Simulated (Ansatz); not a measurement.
**Effect of N vacancy, symmetric start on GaN**

The parent structure is a 16-atom supercell of GaN in the zinc blende structure (space group F-43m, No. 216; a = 4.498 Å) at its relaxed geometry.

Now apply this change: a neutral N vacancy, symmetric start, atoms relaxed at fixed cell.

All numbers come from Ansatz (an electronic-structure program) r2SCAN, no spin-orbit coupling. Settings: 5×5×5 k-points, 0.01 eV Fermi–Dirac smearing.

```tsv
quantity	base	changed	shift
pressure	0.0 GPa	-1.0 GPa	-1.0 GPa
energy gained by relaxation	–	0.06 eV	–
largest displacement of a host atom from its site in the perfect cell	–	0.04 Å	–
mean distance from the defect site to its nearest host atoms	1.95 Å	1.91 Å	-0.04 Å
```

Final structure:

```
CELL_PARAMETERS angstrom
      0.00000     4.49791     4.49791
      4.49791     0.00000     4.49791
      4.49791     4.49791     0.00000
ATOMIC_POSITIONS crystal
  N  0.37476 0.37476 0.87524
  N  0.37476 0.87524 0.37476
  N  0.37476 0.87524 0.87524
  N  0.87524 0.37476 0.37476
  N  0.87524 0.37476 0.87524
  N  0.87524 0.87524 0.37476
  N  0.87500 0.87500 0.87500
  Ga 0.99969 0.99969 0.99969
  Ga 0.99969 0.99969 0.50093
  Ga 0.99969 0.50093 0.99969
  Ga 0.00781 0.49740 0.49740
  Ga 0.50093 0.99969 0.99969
  Ga 0.49740 0.00781 0.49740
  Ga 0.49740 0.49740 0.00781
  Ga 0.49740 0.49740 0.49740
```

The magnetic state is the one reached from the starting moments; the real material's order can differ, and small cells can't hold many antiferromagnetic ones. The cell is small, so the values are those of an ordered compound at a high defect concentration; dilute-limit values will differ. The mesh was chosen for an insulator and is coarse for the gapless case. The defect started on the symmetric site and kept its symmetry, so it may sit on a saddle. Starting moments died away, wholly or in part, for N vacancy; another magnetic solution may exist. The defect cell is spin-polarised and ends with 0.2 μB, a fractional moment that hangs on the mesh and smearing. This is not the structure that GaN has at room temperature and ambient pressure.
